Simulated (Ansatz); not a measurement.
System: HfC (model structure, F-43m, No. 216, 2 atoms in the cell). Method: r²SCAN+SOC (Ansatz, an electronic-structure program, plane waves, PAW).

Input:

Ansatz 0.2 input:
```yaml
crystal:
  lattice:
    - [0.0, 2.4979177582, 2.4979177582]
    - [2.4979177582, 0.0, 2.4979177582]
    - [2.4979177582, 2.4979177582, 0.0]
  atoms:
    - { symbol: Hf, position: [0.0, 0.0, 0.0] }
    - { symbol: C, position: [0.25, 0.25, 0.25] }
basis:
  ecutwfc: 560
  ecutrho_ratio: 4
  xc_grid: 3
kpoints:
  mp_grid: { grid: [12, 12, 12] }
  band_path:
    path:
      - [0.0, 0.0, 0.0]
      - [-0.041667, -0.041667, 0.0]
      - [-0.083333, -0.083333, 0.0]
      - [-0.125, -0.125, 0.0]
      - [-0.166667, -0.166667, 0.0]
      - [-0.208333, -0.208333, 0.0]
      - [-0.25, -0.25, 0.0]
      - [-0.291667, -0.291667, 0.0]
      - [-0.333333, -0.333333, 0.0]
      - [-0.375, -0.375, 0.0]
      - [-0.416667, -0.416667, 0.0]
      - [-0.458333, -0.458333, 0.0]
      - [-0.5, -0.5, 0.0]
      - [-0.458333, -0.458333, 0.083333]
      - [-0.416667, -0.416667, 0.166667]
      - [-0.375, -0.375, 0.25]
      - [-0.375, 0.0, 0.375]
      - [-0.346154, 0.0, 0.346154]
      - [-0.317308, 0.0, 0.317308]
      - [-0.288462, 0.0, 0.288462]
      - [-0.259615, 0.0, 0.259615]
      - [-0.230769, 0.0, 0.230769]
      - [-0.201923, 0.0, 0.201923]
      - [-0.173077, 0.0, 0.173077]
      - [-0.144231, 0.0, 0.144231]
      - [-0.115385, 0.0, 0.115385]
      - [-0.086538, 0.0, 0.086538]
      - [-0.057692, 0.0, 0.057692]
      - [-0.028846, 0.0, 0.028846]
      - [0.0, 0.0, 0.045455]
      - [0.0, 0.0, 0.090909]
      - [0.0, 0.0, 0.136364]
      - [0.0, 0.0, 0.181818]
      - [0.0, 0.0, 0.227273]
      - [0.0, 0.0, 0.272727]
      - [0.0, 0.0, 0.318182]
      - [0.0, 0.0, 0.363636]
      - [0.0, 0.0, 0.409091]
      - [0.0, 0.0, 0.454545]
      - [0.0, 0.0, 0.5]
      - [-0.0625, -0.03125, 0.46875]
      - [-0.125, -0.0625, 0.4375]
      - [-0.1875, -0.09375, 0.40625]
      - [-0.25, -0.125, 0.375]
      - [-0.3125, -0.15625, 0.34375]
      - [-0.375, -0.1875, 0.3125]
      - [-0.4375, -0.21875, 0.28125]
      - [-0.5, -0.25, 0.25]
      - [-0.5, -0.3, 0.2]
      - [-0.5, -0.35, 0.15]
      - [-0.5, -0.4, 0.1]
      - [-0.5, -0.45, 0.05]
    npoints: 1
hamiltonian:
  xc: r2scan
  dispersion: none
  pseudopotentials: { kind: paw }
scf:
  occupations: { method: fermi_dirac, width: 0.01 }
  convergence: { dr2_threshold: 0.0000000002 }
output:
  forces: true
  stress: true
  eigenvalues: true
  write_bands: true
magnetization:
  noncollinear: true
  spin_orbit: true
```

Output (set-up and result lines):

```
Crystal: 2 atoms, lattice volume = 31.172 Å³
Basis set: ecut = 560 eV, 941 PW (Γ), exchange–correlation on 90×90×90 points (27 copies of the dense FFT grid, shifted against one another)
Bands: 38, of which v1, the nominal top of the filled ones, is band 30 counted from 1 (29 counted from 0)
Symmetry: 24 space group operations + 24 with time reversal
k-points: 72 of 1728 (time reversal used)
Initial density: superposition of atomic densities (chi_scale 0.1, normalization cell, long waves kept (reshape's long-wave potential 0.00 eV rms))
Functional: x = r2scan, c = r2scan; τ floored in thin density (d = 2e-4 eV/Å³)
SCF 1 converged in 10 iterations: F = -15960.106832 eV  dr2 = 6.75e-11
SCF converged after 10 iterations
Free energy (F): -15960.106832 eV
Internal energy: -15960.106832 eV  (E = F + TS)
E sigma→0 (E₀):  -15960.106832 eV
Fermi energy:    15.412544 eV
--- Forces (eV/Å), atoms counted from 1 ---
  atom   1  Hf     0.00000000    -0.00000000     0.00000000
  atom   2  C     -0.00000000     0.00000000     0.00000000
--- Stress (GPa, compression-positive) ---
        2.459939       0.000000      -0.000000
       -0.000000       2.459939       0.000000
       -0.000000       0.000000       2.459939
  P = ⅓ Tr σ = 2.4599 GPa (24.599 kbar)
```

The PAW data were made under PBE.

Note: the relaxation could raise the start's symmetry but not lower it, so the cell can be a saddle point. Note: cell and atoms aren't relaxed at this level (pressure 2.5 GPa).

The result took around 80 core-seconds (rough).

A model structure was made by putting elements into a prototype or built by hand; it is no filed structure, need not be a known phase, and can be a saddle point held by its symmetry.
